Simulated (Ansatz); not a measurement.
An Ansatz (a first-principles code) input (r2SCAN (Ansatz; PAW; 500 eV plane waves; no spin-orbit coupling)):

Ansatz 0.2 input:
```yaml
crystal:
  lattice:
    - [0, 2.7256877006, 2.7123318309]
    - [2.7256877006, 0, 2.7123318309]
    - [2.7256877006, 2.7256877006, 0]
  atoms:
    - { symbol: P, position: [0.75, 0.75, 0.75] }
    - { symbol: Ga, position: [0, 0, 0] }
basis: { ecutwfc: 500, ecutrho_ratio: 4, xc_grid: 4, fft_grid_basis: typed }
kpoints: { mp_grid: { grid: [10, 10, 10] } }
hamiltonian:
  xc: r2scan
  dispersion: none
  pseudopotentials: { kind: paw }
scf: { occupations: { method: fermi_dirac, width: 0.05 }, convergence: { dr2_threshold: 0.0000000002 } }
relax: { f_tol: 0.005, max_steps: 50 }
output: { forces: true, stress: true }
checkpoint: { write: state.ck, write_every: 1000 }
```

Question: Which symmetry and how many k-points will the program report, and about how many plane waves at Γ?

Answer: Space group I-4m2 (ITA 119) with 8 operations, k-points 102 of 1000, and 965 plane waves at Γ.

Question: And the final pressure?

Answer: 0.44 GPa (compression positive).

The cells carry an imposed strain or load. Whether these cells are dynamically stable was not tested. The cell was made from GaP in the zinc blende structure (space group F-43m, No. 216) by this change: uniaxial strain ε_zz = −0.49 %.
